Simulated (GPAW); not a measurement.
Input and output of a self-consistent single point for SrB₆ (Pm-3m, 7 atoms in the cell) (GPAW).

Level of theory: LDA (Perdew-Wang 92), GPAW PAW datasets LDA (gpaw-data 1.0.1) (plane waves; GPAW 25.7.0).

```
CELL_PARAMETERS angstrom
      4.19021     0.00000     0.00000
      0.00000     4.19021     0.00000
      0.00000     0.00000     4.19021
ATOMIC_POSITIONS crystal
  Sr 0.00000 0.00000 0.00000
  B  0.20314 0.50000 0.50000
  B  0.79686 0.50000 0.50000
  B  0.50000 0.20314 0.50000
  B  0.50000 0.79686 0.50000
  B  0.50000 0.50000 0.20314
  B  0.50000 0.50000 0.79686
```

Reference input (self-consistent single point, DFT PBEsol, plane waves, GPAW PAW datasets PBEsol (made by gpaw-setup)): mode = pw; ecut = 950 eV; xc = PBEsol; kpts = 5 5 5; mesh shift (steps) = 0 0 0; occupations.name = fermi-dirac; occupations.width = 0.05 eV; nbands = -13; convergence.forces = 0.001 eV/Å; symmetry.symmorphic = false; symmetry.tolerance = 0.0005; maxiter = 120. This run's input differs from it in these lines:

```diff
@@ -18,3 +18,3 @@
 calc = GPAW(mode={'name': 'pw', 'ecut': 950},
-            xc='PBEsol',
+            xc='LDA',
             kpts=(5, 5, 5),
```

Its files differ too (potentials: GPAW PAW datasets LDA (gpaw-data 1.0.1)).

Output, abridged:

```
     iter     time        total  log10-change:
                         energy   eigst   dens  force
iter:   1 --:--:--   -54.507860
iter:   2 --:--:--   -53.651872   -1.25  -0.81
iter:   3 --:--:--   -50.221670   -0.54  -0.85
iter:   4 --:--:--   -50.037430   -2.11  -1.42
iter:   5 --:--:--   -49.974634   -2.60  -1.44
iter:   6 --:--:--   -49.982149   -3.00  -1.83
iter:   7 --:--:--   -49.981755c  -3.20  -2.10
iter:   8 --:--:--   -49.977976c  -4.10  -2.38
iter:   9 --:--:--   -49.977882c  -5.30  -3.20
iter:  10 --:--:--   -49.977810c  -5.80  -3.48
iter:  11 --:--:--   -49.977812c  -7.28  -3.99
iter:  12 --:--:--   -49.977816c  -7.68c -4.01c
iter:  13 --:--:--   -49.977812c  -8.13c -4.11c -2.81
iter:  14 --:--:--   -49.977812c  -7.99c -4.16c -2.83
iter:  15 --:--:--   -49.977812c  -9.03c -4.37c -3.55c
Converged after 15 iterations.

Dipole moment: (0.000000, 0.000000, 0.000000) |e|*Ang

Energy contributions relative to reference atoms: (reference = -90372.420768)

Kinetic:        +38.304364
Potential:      -29.612800
External:        +0.000000
XC:             -58.433165
Entropy (-ST):   -0.006528
Local:           -0.232947
SIC:             +0.000000
--------------------------
Free energy:    -49.981076
Extrapolated:   -49.977812

Showing only first 2 kpts
 Kpt  Band  Eigenvalues  Occupancy
  0    12      6.72766    1.99807
  0    13      6.72766    1.99807
  0    14      9.81666    0.00000
  0    15      9.81666    0.00000

  1    12      5.92474    2.00000
  1    13      6.83991    1.98190
  1    14      8.31262    0.00000
  1    15     10.64418    0.00000

Fermi level: 7.07472

Gap: 0.058 eV
Transition (v -> c):
   [... lines left out ...]
  1 B     0.13546    0.00000    0.00000
  2 B    -0.13546    0.00000    0.00000
  3 B    -0.00000    0.13546    0.00000
  4 B    -0.00000   -0.13546    0.00000
  5 B     0.00000    0.00000    0.13546
  6 B     0.00000    0.00000   -0.13546

Stress tensor:
     0.037228    -0.000000     0.000000
    -0.000000     0.037228     0.000000
     0.000000     0.000000     0.037228
Stress (GPa, Voigt): [ 5.9645  5.9645  5.9645  0.      0.     -0.    ]
```

The run converged in 15 iterations. GPAW prints stress with tension positive. Against the reference run the largest force goes from 0.032 to 0.135 eV/Å.

At such cutoffs GPAW's stress carries a finite-basis (Pulay) error, which enters relaxed cells too; its log prints stress with tension positive.

The starting cell comes from a database of computed structures (which also holds hypothetical and non-ambient phases and stackings), without a prior relaxation at this level. The log's line on a gap gives a spacing of levels on this mesh, which the program prints for metals too.
